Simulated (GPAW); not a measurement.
GPAW run on CaO (Fm-3m, 2 atoms in the cell): self-consistent single point

Method of the run: PBE, GPAW PAW datasets PBE (gpaw-data 1.0.1) (plane waves; GPAW).

The input file:

```python
from ase import Atoms
from ase.units import GPa
from gpaw import GPAW, PW, FermiDirac

atoms = Atoms(['Ca', 'O'],
              cell=[[0.000000, 2.405000, 2.405000],
                    [2.405000, 0.000000, 2.405000],
                    [2.405000, 2.405000, 0.000000]],
              positions=[[0.000000, 0.000000, 0.000000],
                         [2.405000, 2.405000, 2.405000]],
              pbc=True)

calc = GPAW(mode=PW(950),
            xc='PBE',
            kpts={'size': (12, 12, 12), 'gamma': True},
            occupations=FermiDirac(0.05),
            nbands=-8,
            convergence={'forces': 0.001, 'bands': -6},
            symmetry={'symmorphic': False, 'tolerance': 0.0005},
            maxiter=100,
            txt='-')

atoms.calc = calc

energy = atoms.get_potential_energy()
print('Energy (eV):', round(energy, 6))
forces = atoms.get_forces()
print('Forces (eV/Ang):')
print(forces.round(5))
stress = atoms.get_stress()
print('Stress (GPa, Voigt):', (stress / GPa).round(4))
```

Output (repeated stretches shortened):

```
Input parameters:
  convergence: {bands: -6,
                forces: 0.001}
  kpts: {gamma: True,
         size: (12, 12, 12)}
  maxiter: 100
  mode: {ecut: 950.0,
         name: pw}
  nbands: -8
  occupations: {fixmagmom: False,
                name: fermi-dirac,
                width: 0.05}
  symmetry: {symmorphic: False,
             tolerance: 0.0005}
  xc: PBE

species:
  Ca:
    name: Calcium
    Z: 20.0
    valence: 10
    core: 10
    charge: 0.0
    file: Ca.PBE.gz

    # Using partial waves for Ca as LCAO basis

  O:
    name: Oxygen
    Z: 8.0
    valence: 6
    core: 2
    charge: 0.0
    file: O.PBE.gz

    # Using partial waves for O as LCAO basis

Reference energy: -20551.721533  # eV

Spin-paired calculation

Convergence criteria:
 Maximum [total energy] change in last 3 cyles: 0.0005 eV / valence electron
 Maximum integral of absolute [dens]ity change: 0.0001 electrons / valence electron
 Maximum integral of absolute [eigenst]ate change: 4e-08 eV^2 / valence electron
 Maximum change in the atomic [forces] across last 2 cycles: 0.001 eV/Ang OR
Maximum error relative to the maximum force is below inf
 Maximum number of scf [iter]ations: 100

Symmetries present (total): 48
Symmetries with fractional translations: 0
1728 k-points: 12 x 12 x 12 Monkhorst-Pack grid + [1/24,1/24,1/24]
72 k-points in the irreducible part of the Brillouin zone
       k-points in crystal coordinates                weights
   0:    -0.00000000   -0.00000000   -0.00000000          1/1728
   1:     0.08333333    0.08333333   -0.00000000          6/1728
   2:     0.08333333    0.08333333    0.08333333          8/1728
   [... 7 lines left out ...]
          ...
  71:     0.50000000    0.50000000    0.50000000          4/1728

Wave functions: Plane wave expansion
  Cutoff energy: 950.000 eV
  Number of coefficients (min, max): 1828, 1874
  Pulay-stress correction: 0.000000 eV/Ang^3 (de/decut=0.000000)

Occupation numbers: Fermi-Dirac:
  width: 0.0500  # eV

Eigensolver

Densities:
  Coarse grid: 25*25*25 grid
  Fine grid: 50*50*50 grid
  Total Charge: 0.000000

Density mixing:
  Method: separate
  Backend: pulay
  Linear mixing parameter: 0.05
  old densities: 5
  Damping of long wavelength oscillations: 50

Hamiltonian:
  XC and Coulomb potentials evaluated on a 50*50*50 grid
  External potential:
    NoExternalPotential

XC parameters: PBE with 2 nearest neighbor stencil

Number of atoms: 2
Number of atomic orbitals: 9
Number of bands in calculation: 16
Number of valence electrons: 16
Bands to converge: 10

Density initialized from atomic densities
  9 bands from LCAO basis set
  7 bands from random numbers

Atomic positions and initial magnetic moments

Positions:
   0 Ca     0.000000    0.000000    0.000000    ( 0.0000,  0.0000,  0.0000)
   1 O      2.405000    2.405000    2.405000    ( 0.0000,  0.0000,  0.0000)

Unit cell:
           periodic     x           y           z      points  spacing
  1. axis:    yes    0.000000    2.405000    2.405000    25     0.1111
  2. axis:    yes    2.405000    0.000000    2.405000    25     0.1111
  3. axis:    yes    2.405000    2.405000    0.000000    25     0.1111

  Lengths:   3.401184   3.401184   3.401184
  Angles:   60.000000  60.000000  60.000000

Effective grid spacing dv^(1/3) = 0.1212

     iter     time        total  log10-change:
                         energy   eigst   dens  force
iter:   1 --:--:--   -14.277475   +2.17
iter:   2 --:--:--   -13.913138   +0.63  -1.01
iter:   3 --:--:--   -13.094157   -0.37  -1.07
iter:   4 --:--:--   -13.090431   -1.41  -1.35
iter:   5 --:--:--   -13.120010   -1.84  -1.33
iter:   6 --:--:--   -13.120457   -2.54  -2.13
iter:   7 --:--:--   -13.116011c  -3.74  -2.36
iter:   8 --:--:--   -13.114797c  -3.42  -2.56
iter:   9 --:--:--   -13.114656c  -4.73  -3.11
iter:  10 --:--:--   -13.114649c  -6.48  -3.69
iter:  11 --:--:--   -13.114648c  -6.35  -3.94
iter:  12 --:--:--   -13.114647c  -6.77  -4.04c
iter:  13 --:--:--   -13.114647c  -7.28  -4.43c
iter:  14 --:--:--   -13.114647c  -7.82c -4.66c
iter:  15 --:--:--   -13.114647c  -9.85c -5.04c -22.55c

Converged after 15 iterations.

Dipole moment: (-0.000000, 0.000000, 0.000000) |e|*Ang

Energy contributions relative to reference atoms: (reference = -20551.721533)

Kinetic:        +14.551292
Potential:      -11.885383
External:        +0.000000
XC:             -15.372311
Entropy (-ST):   -0.000000
Local:           -0.408245
SIC:             +0.000000
--------------------------
Free energy:    -13.114647
Extrapolated:   -13.114647

Showing only first 2 kpts
 Kpt  Band  Eigenvalues  Occupancy
  0     6      4.76045    2.00000
  0     7      4.76045    2.00000
  0     8      9.47927    0.00000
  0     9     10.99420    0.00000

  1     6      4.70295    2.00000
  1     7      4.70295    2.00000
  1     8      9.86926    0.00000
  1     9     10.74763    0.00000

Fermi level: 5.80630

Gap: 3.691 eV
Transition (v -> c):
  (s=0, k=0, n=7, [-0.00, -0.00, -0.00]) -> (s=0, k=65, n=8, [0.50, 0.50, -0.00])
Direct/indirect transitions are different
Direct gap: 4.068 eV
Transition at: (s=0, k=65, n=7, [0.50, 0.50, -0.00])
Energy (eV): -13.114647

Forces in eV/Ang:
  0 Ca   -0.00000   -0.00000    0.00000
  1 O     0.00000    0.00000   -0.00000

Stress tensor:
    -0.012786    -0.000000    -0.000000
    -0.000000    -0.012786    -0.000000
    -0.000000    -0.000000    -0.012786
Stress (GPa, Voigt): [-2.0486 -2.0486 -2.0486 -0.     -0.     -0.    ]
```

The run converged in 15 iterations. GPAW prints stress with tension positive.

At such cutoffs GPAW's stress carries a finite-basis (Pulay) error, which enters relaxed cells too; its log prints stress with tension positive.

The starting cell has typed, rounded lattice constants, without a prior relaxation at this level.

Cost on one core of a shared machine: roughly 50 s.
